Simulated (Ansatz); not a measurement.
Effect of biaxial strain −4.59 %, plane normal [001], relaxed out of plane on Sn

Take Sn (space group I4_1/amd, No. 141; a = 5.9496 Å, c = 3.2135 Å; relaxed with 0.1 eV smearing) as the base. Axes: x, y, z lie along a, b, c of the conventional cell.

The change: compressive biaxial strain of 4.59 % in the plane normal to [001], as in epitaxy on a mismatched substrate; the out-of-plane cell vector and the atoms relax.

All numbers come from Ansatz (a program for electronic structure), PBE, PAW, cutoff 420 eV, spin-orbit coupling left out, earlier PAW set. Γ-centred 20×20×20 mesh, Fermi–Dirac width 0.1 eV.

| quantity | base | changed | shift |
|---|---|---|---|
| shortest interatomic distance | 3.081 Å | 2.960 Å | -0.121 Å |
| energy relative to the base (free energy F) | 0 meV/atom | +39 meV/atom | +39 meV/atom |
| pressure (mean of the normal stresses, compression positive) | 0.0 GPa | 3.3 GPa | +3.3 GPa |
| band gap | zero | zero | – |
| out-of-plane strain | – | +4.57 % | – |
| ratio −ε⊥/ε∥ | – | 1.00 | – |

Cost of the whole job for the changed cell (relaxation, final SCF and bands): about 6 core-minutes (a rough figure).

A biaxial case was relaxed in a doubled cell and then solved in the primitive one. Whether these cells are dynamically stable was not tested.
